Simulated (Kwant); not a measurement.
Computed with Kwant: effective-mass tight-binding model on a square grid, one spin, coherent transport at 0 K. Conductance is in e²/h.

Device: quantum point contact (saddle potential) in a In0.53Ga0.47As two-dimensional gas. Effective mass 0.041 mₑ, grid spacing 5 nm, hard walls, nominal width 150 nm (29 grid rows, so walls 150 nm apart), one parabolic valley, scattering region 450 nm long along x; energies count from the band bottom; Fermi energy 0.0146 eV. Potential (V0 + ½k y²) cos²(πx/L) for |x| < L/2, with V0 swept from 0.01533 to 0 eV, k = 2.4e-05 eV/nm², L = 340 nm.

Constants are typed, rounded textbook-type inputs, not results; the design itself was drawn at random and stands for no fabricated device.

Sweep values stay those of the base run.

One input was changed, with this effect: G at V0 = 3.999 meV 1.93 → 1.00 e²/h; mean G over the sweep 1.04 → 0.71 e²/h; G at V0 = 11.55 meV 0.31 → 0.00012 e²/h; G at V0 = 7.776 meV 1.00 → 0.96 e²/h.

Q: Which change was it?
A. Fermi energy 0.0146 → 0.012 eV
B. length of the gated region 340 → 440 nm
C. effective mass 0.041 → 0.053 mₑ

A: A, Fermi energy 0.0146 → 0.012 eV
